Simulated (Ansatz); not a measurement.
Quartz-high SiO₂ (high-temperature phase), treated with r²SCAN (PAW; Ansatz, a program for electronic structure).

Settings: plane-wave cutoff 560 eV, 12×12×6 k mesh (along the axes of the cell as run), Fermi–Dirac smearing 0.01 eV, scalar-relativistic PAW data made under PBE.

Cell (relaxed at this level):

```
O2Si
1.0
    5.05949     0.00000     0.00000
   -2.52974     4.38164     0.00000
    0.00000     0.00000     5.54155
Si O
3 6
Cartesian
 -1.26487   2.19082   3.69437
  2.52974   0.00000   0.00000
  1.26487   2.19082   1.84718
  2.52974   2.55670   2.77078
 -0.94929   3.46917   4.61796
  1.58045   0.91247   0.92359
  0.00000   1.82495   2.77078
  3.47904   0.91247   4.61796
  0.94929   3.46917   0.92359
```

Question: Estimate the band gap that the calculation returns.

Answer: 
band gap: 6.30 eV (on the SCF k mesh)

Note: symmetry holds this phase in the static calculation, where it need not be a minimum; held by symmetry at 0 K, a high-temperature phase can be a saddle point.

The computed numbers hold no vibrational or temperature effects.

The result took very roughly 5 core-minutes.
